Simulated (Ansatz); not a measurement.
Carrier properties of GaP under load (space group F-43m)

Given:

```
GaP
1.0
    0.00000     2.75171     2.75171
    2.75171     0.00000     2.75171
    2.75171     2.75171     0.00000
Ga P
1 1
Cartesian
  0.00000   0.00000   0.00000
  1.37586   1.37586   1.37586
```

Level of theory: PBE with spin-orbit coupling, rigid bands (plane waves, PAW; Ansatz, a program for electronic structure). Condition of this run: hydrostatic pressure of -2.8 GPa (compression positive) (the target of the relaxation). How the cell was made: cell and atoms relaxed with PBEsol, then loaded as said.

```
Quantity                                                                                                                                                       Result
---------------------------------------------------------------------------------------------------------------------------------------  ----------------------------
band gap                                                                                                                                                      1.56 eV
electron conductivity mass (300 K, dilute)                                                                                                                    0.22 mₑ
hole conductivity mass (300 K, dilute)                                                                                                                        0.51 mₑ
effective density of states N_c (300 K)                                                                                                                   2.5e19 cm⁻³
effective density of states N_v (300 K)                                                                                                                   2.4e19 cm⁻³
density-of-states mass, electrons                                                                                                                             1.01 mₑ
density-of-states mass, holes                                                                                                                                 0.97 mₑ
Seebeck coefficient, n-type 1e19 cm⁻³, 300 K                                                                                                                -318 μV/K
best n-type power factor at 300 K for τ = 10 fs (best axis; densities from 1e16 to 1e21 cm⁻³ tried, whether or not they can be reached)    30 μW/(cm·K²) at 3e20 cm⁻³
Seebeck coefficient, p-type 1e19 cm⁻³, 300 K                                                                                                                 324 μV/K
best p-type power factor at 300 K for τ = 10 fs (best axis; densities from 1e16 to 1e21 cm⁻³ tried, whether or not they can be reached)  15.0 μW/(cm·K²) at 3e20 cm⁻³
```

Rigid bands; masses and Seebeck coefficients take one relaxation time τ for all states and one kind of carrier; polarons and phonon drag are left out. Geometry: cell and atoms relaxed with PBEsol.
